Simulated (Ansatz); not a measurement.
This concerns the energy of the reaction as written. Reaction: 6 C (graphite) + N2 (gas) → cell A. Negative: the products are lower in energy.

Cell A: a layer of C (graphite, P6₃/mmc), 8 atoms, hexagonal cell of 4.93 Å (21.0 Å²), symmetry P6/mmm within 0.02 Å, 0.0 Å thick under 16 Å of vacuum, in-plane vectors held at the crystal's; planes from bottom to top: C6N2, all atoms in one plane; added, foreign or displaced atoms, within the planes: two times N bound to 3 C at 1.42 Å; spin state with PBE: run without spin, k-point mesh 7×7×1.
```
CELL_PARAMETERS angstrom
      4.92998     0.00000     0.00000
     -2.46499     4.26949     0.00000
      0.00000     0.00000    16.00000
ATOMIC_POSITIONS crystal
  N  0.16667 0.33333 0.50000
  C  0.33351 0.16649 0.50000
  C  0.16703 0.83351 0.50000
  C  0.33351 0.66703 0.50000
  C  0.66649 0.33297 0.50000
  C  0.83297 0.16649 0.50000
  C  0.66649 0.83351 0.50000
  N  0.83333 0.66667 0.50000
```

Reference: C (graphite, P6₃/mmc), 16 atoms in the cell, the relaxed perfect crystal repeated, atoms not moved again, k-point mesh 7×7×4 on the run's own vectors.

Reference: an isolated N2 molecule (singlet) in a box of 11 × 11 × 13 Å.

Plane-wave PAW calculations with Ansatz (a first-principles code), its default PAW set, cutoff 420 eV, 500 eV for r2SCAN. The structures are at rest with PBE+D3(BJ), within the held lattices; other levels are single points on them. HSE06 runs on coarser k-point meshes, mended by the PBE difference between the two meshes. Neutral cells; Fermi-Dirac smearing of at most 0.05 eV in the solids, energies taken to zero width. The lattices are those relaxed with PBE+D3(BJ), so at other levels the solids can be strained, which adds to the spread. A dispersion term (D3(BJ), or D4 for r2SCAN) was computed beside these levels and is taken off wherever the name lacks it. No zero-point or thermal terms. The structures are the rest points that the relaxations reached, not proven lowest. Values are for these cell sizes. Cell A has symmetry P6/mmm within 0.02 Å and got no random move, so less symmetric positions, which may lie lower, weren't tried.

Q: What value does PBE give?

A: 1.89 eV, for 6 C (graphite) + N2 (gas) → cell A.

Q: List the value at the remaining levels and say how far they part.

A: 
```csv
Method,value (eV),less PBE
PBE+D3(BJ),2.17,0.28
r2SCAN,2.23,0.34
r2SCAN+D4,2.41,0.52
HSE06,2.06,0.17
```

The levels shown span 0.52 eV, from PBE (1.89) to r2SCAN+D4 (2.41).
